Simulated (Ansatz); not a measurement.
Base system: AlN in the wurtzite structure (space group P6_3mc, No. 186; a = 3.107 Å, c = 4.978 Å). Axes: x lies along a and z along c of the hexagonal cell.

All numbers come from r2SCAN (Ansatz, a quantum-chemistry and plane-wave program; PAW; 500 eV plane waves; no SOC).

For the base:

- Valence-band top at Γ = 0.00, -0.22, -0.22 eV
- Gap character = direct at Γ

Perturbation: uniaxial strain ε_zz = −4.66 %, all other strain components held at zero, atoms relaxed at fixed cell.

### Question
What happens to the energy relative to the base?

### Answer
The energy rises by 27 meV/atom.

### Question
How does this affect the largest internal atomic displacement?

### Answer
The largest internal atomic displacement comes out as 0.026 Å.

### Question
What does the calculation give for the electron mass after the change?

### Answer
The electron mass amounts to 0.34 mₑ along z, 0.32 mₑ across (at Γ).

### Question
How does this affect the valence-band top at Γ?

### Answer
The valence-band top at Γ (three highest levels, from the VBM) changes from 0.00, -0.22, -0.22 eV to 0.00, -0.69, -0.69 eV.

### Question
What does the calculation give for the gap character after the change?

### Answer
The gap character stays direct at Γ.

Masses are band curvatures over ±0.01 Å⁻¹ around the edge. Stability against distortions was not tested.
